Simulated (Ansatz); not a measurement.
# Linear expansion coefficient of some elemental and intermetallic metals: functionals against measurement

Computed: quasi-harmonic values at 300 K, zero-point motion included; Ansatz (a program for electronic structure), plane waves, PAW, no spin-orbit coupling. Unit: 10⁻⁶/K.

```tsv
crystal	LDA	PBEsol	PBE	measured
fcc (Cu type) Pt	9.13	9.62	11.50	8.80
Cu in the fcc (Cu type) structure	14.08	15.16	18.14	16.50
fcc (Cu type) Rh	7.76	8.21	9.44	8.20
Pd in the fcc (Cu type) structure	10.61	11.53	13.92	11.80
Fe in the bcc (W type) structure	7.46	9.45	10.26	11.80
fcc (Cu type) Ca	22.99	21.43	22.40	22.30
```

Question: What are the mean and median signed errors and the mean absolute error of each functional over these crystals, which is its worst case, and is the sign systematic?

Answer: LDA: mean -10 %, median -8 %, mean absolute 12 %, worst Fe (-37 %), too high in 2 of 6. PBEsol: mean -4 %, median -3 %, mean absolute 7 %, worst Fe (-20 %), too high in 2 of 6. PBE: mean +10 %, median +13 %, mean absolute 15 %, worst Pt (+31 %), too high in 5 of 6. The smallest mean absolute error in this sample is PBEsol's. These misses hold whatever the vibrational approximation and the meshes add; that part was not separated from the functional's. The runs of Ca (PBE), Ca (PBEsol), Fe (LDA), Fe (PBE), Fe (PBEsol) noted for some cells that some bands missed the eigensolver's tolerance or that the electronic state was not tested for a lower one; how far this moves their values was not measured.

How the rows were picked: 6 drawn at random from 7 crystals of this class, out of a list of well-known materials fixed without regard to these values, that have a measured value near 300 K, finished at all these levels with no failed check and kept their space group (16 more lack a level or, for metals, share no mesh). Not counted are runs whose study broke down (unstable modes, extrapolation, over 7 % swelling), metals on 2×2×2 phonon meshes and crystals kept out of this collection; none was dropped for the size of its miss. The first recommended value of the table was taken, not the nearest; crystal-database cells and sources from 2025 on were not used.

Measured values: Kaye and Laby Online (NPL), 2.3.5 Thermal expansion; Wikipedia, Thermal expansivities of the elements.

The PAW data sets were generated under PBE and serve the other functionals too.
